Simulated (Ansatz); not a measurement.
# InAs under a change: biaxial strain +2.50 %, plane normal [111], relaxed out of plane

The reference is InAs in the zinc blende structure (space group F-43m, No. 216; a = 6.087 Å). Axes: x, y, z lie along the cube axes.

Now apply this change: biaxial strain +2.50 %, plane normal [111], relaxed out of plane (Cartesian); in-plane vectors clamped, the third vector and the atoms free.

All numbers come from PBEsol in Ansatz (plane waves to 420 eV, PAW, without spin-orbit coupling). k-mesh 9×9×9 (Γ-centred); smearing 0.05 eV (Fermi–Dirac).

- Volume per atom: 29.18 Å³ (base 28.20 Å³)
- Shortest interatomic distance: 2.641 Å (base 2.636 Å)
- Energy relative to the base (free energy F): +12 meV/atom
- Pressure (mean of the normal stresses, compression positive): -1.8 GPa (base 0.0 GPa)
- Band gap: zero (base zero)
- Valley order (the lowest conduction-band minima on the path, energy above the VBM, named in the base's zone): Γ 0.05 eV; L along [111] 0.35 eV; L along [1-1-1] 0.75 eV; X along [001] 1.35 eV
- Out-of-plane strain: -1.51 % (rough)
- Mean in-plane stress (compression positive): -2.6 GPa (rough)

Final structure (turned so that z lies along the plane normal):

```
InAs
1.0
    4.41196     0.00000     0.00000
    2.20598     3.82087     0.00000
    2.20598    -1.27362     3.46137
In As
1 1
Cartesian
  0.00000   0.00000  -0.02260
  4.41196   0.00000   2.61863
```

Cost of the whole job for the changed cell (relaxation, final SCF and bands): roughly 23 core-seconds.

Without a gap, meshes like the base's 9×9×9 leave anisotropic stresses uncertain by several tenths of a GPa, and small strain energies with them. Stability against distortions was not tested. All final runs are without spin polarisation. Gaps under 0.05 eV, about the width of the smearing, are given as zero. The zero or small gap of InAs can change with the level of theory.

Ansatz is a quantum-chemistry and plane-wave program.
